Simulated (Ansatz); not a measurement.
We consider C11b WSi₂, described by PBEsol (PAW; Ansatz, a first-principles code).

Numerical settings: plane-wave cutoff 500 eV, 18×18×18 k mesh, Fermi–Dirac smearing 0.05 eV, no spin polarisation, scalar-relativistic PAW data made under PBE.

Computed at the level's own relaxed cell.

Estimate the equilibrium volume per atom, lattice constant a and lattice parameter c that the calculation returns.


* **equilibrium volume per atom**: 13.36 Å³/atom
* **lattice constant a**: 3.203 Å
* **lattice parameter c**: 7.816 Å

Measured, for comparison: lattice constant a 3.214 Å, lattice parameter c 7.831 Å (temperature not stated, not corrected to a static lattice; as tabulated in Pavlosiuk et al. (2022), arXiv:2202.05362). Computed (rounded) less measured: lattice constant a -0.3 %, lattice parameter c -0.2 %. A static lattice is as a rule a little smaller and stiffer than an uncorrected measurement, which narrows the difference in the lattice constant a and would widen misses of the other sign.

Spin–orbit coupling is not included.

Computed values are for the static lattice.
